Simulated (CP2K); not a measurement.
Worked example: self-consistent single point of CaSe (Fm-3m, 2 atoms in the cell) in CP2K.

Method of the run: PBE, GPW, DZVP-MOLOPT-SR-GTH basis, GTH-PBE potentials (GTH_POTENTIALS) in CP2K.

```
CELL_PARAMETERS angstrom
      4.29927     0.00000     0.00000
      2.14963     3.72328     0.00000
      2.14963     1.24109     3.51034
ATOMIC_POSITIONS crystal
  Ca 0.00000 0.00000 0.00000
  Se 0.50000 0.50000 0.50000
```

Reference input (self-consistent single point, DFT PBE, GPW, DZVP-MOLOPT-SR-GTH basis, GTH-PBE potentials (GTH_POTENTIALS)): CUTOFF = 500 Ry; REL_CUTOFF = 60 Ry; KPOINTS/SCHEME = MONKHORST-PACK 6 6 6; GAMMA_CENTERED = T; XC_FUNCTIONAL = PBE; Ca/BASIS_SET = DZVP-MOLOPT-SR-GTH; Ca/POTENTIAL = GTH-PBE-q10; Se/BASIS_SET = DZVP-MOLOPT-SR-GTH; Se/POTENTIAL = GTH-PBE-q6; METHOD = GPW; EPS_DEFAULT = 1e-10; NGRIDS = 5. This run's input differs from it in these lines:

```diff
@@ -36,3 +36,3 @@
     &KPOINTS
-      SCHEME MONKHORST-PACK 6 6 6
+      SCHEME MONKHORST-PACK 4 4 4
       GAMMA_CENTERED T
```

The program printed (abridged):

```
 SCF WAVEFUNCTION OPTIMIZATION

  Step     Update method      Time    Convergence         Total energy    Change
     1 NoMix/Diag. 0.40E+00      -     1.91891391       -46.3929495019 -4.64E+01
     2 Broy./Diag. 0.40E+00      -     0.03108042       -45.9551364353  4.38E-01
     3 Broy./Diag. 0.40E+00      -     0.09286511       -46.1414420853 -1.86E-01
     4 Broy./Diag. 0.40E+00      -     0.00615950       -46.2924033356 -1.51E-01
     5 Broy./Diag. 0.40E+00      -     0.00247454       -46.3091097876 -1.67E-02
     6 Broy./Diag. 0.40E+00      -     0.00056450       -46.3015490282  7.56E-03
   [... 4 lines left out ...]
    11 Broy./Diag. 0.40E+00      -     0.00000676       -46.3011070754 -2.63E-05
    12 Broy./Diag. 0.40E+00      -     0.00000137       -46.3011046470  2.43E-06
    13 Broy./Diag. 0.40E+00      -     0.00000024       -46.3011042776  3.69E-07
    14 Broy./Diag. 0.40E+00      -     0.00000007       -46.3011035331  7.44E-07
  *** SCF run converged in    14 steps ***

  Overlap energy of the core charge distribution:               0.00000000000000
  Self energy of the core charge distribution:                -92.24457142771763
  Core Hamiltonian energy:                                     21.40886509238415
  Hartree energy:                                              31.79402394257107
  Exchange-correlation energy:                                 -7.25942114034050

  Total energy:                                               -46.30110353310291

 ENERGY| Total FORCE_EVAL ( QS ) energy [hartree]            -46.301103344225190

 FORCES| Atomic forces [hartree/bohr]
 FORCES|   Atom     x               y               z               |f|
 FORCES|      1 -2.98704083E-14 -1.58665972E-14  3.17991832E-14   4.64238974E-14
   [... lines left out ...]

 STRESS| Analytical stress tensor [bar]
 STRESS|                        x                   y                   z
 STRESS|      x       -1.99022942445E+04  -4.75004110579E-02  -3.35877490457E-02
 STRESS|      y       -4.75004110579E-02  -1.99023057610E+04  -7.79538824596E-03
 STRESS|      z       -3.35877490457E-02  -7.79538824596E-03  -1.99022484900E+04
 STRESS| 1/3 Trace                                            -1.99022828318E+04
```

The run converged in 14 iterations. Against the reference run the free energy goes up by 6.8 meV/atom, the pressure hardly changes (-2.07 to -1.99 GPa) and the gap on the mesh hardly changes (2.236 to 2.226 eV).

The starting cell comes from a database of computed structures (which also holds hypothetical and non-ambient phases and stackings), without a prior relaxation at this level. Its lattice was rescaled by a random factor within 2.5 % of one. Values carry the incompleteness of an atom-centred basis.
